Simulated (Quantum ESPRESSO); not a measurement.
# Sensitivity of a calculation on FeSi (P2_13, 8 atoms in the cell) to its settings

```yaml
crystal:
  lattice:
    - [4.40221, 0.00000, 0.00000]
    - [0.00000, 4.40221, 0.00000]
    - [0.00000, 0.00000, 4.40221]
  atoms:
    - { symbol: Fe, position: [0.86309, 0.63691, 0.36309] }
    - { symbol: Fe, position: [0.63691, 0.36309, 0.86309] }
    - { symbol: Fe, position: [0.36309, 0.86309, 0.63691] }
    - { symbol: Fe, position: [0.13691, 0.13691, 0.13691] }
    - { symbol: Si, position: [0.15870, 0.34130, 0.65870] }
    - { symbol: Si, position: [0.34130, 0.65870, 0.15870] }
    - { symbol: Si, position: [0.65870, 0.15870, 0.34130] }
    - { symbol: Si, position: [0.84130, 0.84130, 0.84130] }
```

Base run A: PBE, PSlibrary ultrasoft (PBE) pseudopotentials (Quantum ESPRESSO), self-consistent single point.

Its settings: ecutwfc = 55 Ry; ecutrho = 330 Ry; occupations = smearing; smearing = cold; degauss = 0.0036749 Ry; potentials = {Fe: Fe.pbe-n-rrkjus_psl.1.0.0.UPF, Si: Si.pbe-n-rrkjus_psl.1.0.0.UPF}; K_POINTS = automatic 5 5 5 0 0 0; conv_thr = 1e-10 Ry; mixing_beta = 0.3.

The starting cell comes from a database of computed structures (which also holds hypothetical and non-ambient phases and stackings), without a prior relaxation at this level. Spin polarisation is off. In the base run, with a pressure of about 8 GPa the cell is away from its equilibrium volume at this level.

ΔF is the free energy per atom less that of run A. A dash stands where there is no value to compare (another energy zero or no entropy term, no result, no spin, no clean gap, or a mesh too coarse for one). 

Run A gave: pressure (GPa) 7.91; largest force (eV/Å) 0.082; gap on the mesh (eV) 0.199; ending converged.

Runs:
- B: parallel starting moments (0.2 0.2 0.2 0.2 0 0 0 0 μB); nspin: default → 2
- C: parallel starting moments (1 1 1 1 0 0 0 0 μB); nspin: default → 2

Question: What does run C change against A?

Answer: The run ended unconverged after 100 iterations.

| run | ΔF (meV/atom) | pressure (GPa) | largest force (eV/Å) | gap on the mesh (eV) | ending |
|---|---|---|---|---|---|
| A | 0.00 | 7.91 | 0.082 | 0.199 | converged |
| B | 0.02 | 7.90 | 0.082 | 0.199 | converged |
| C | – | – | – | – | not converged |
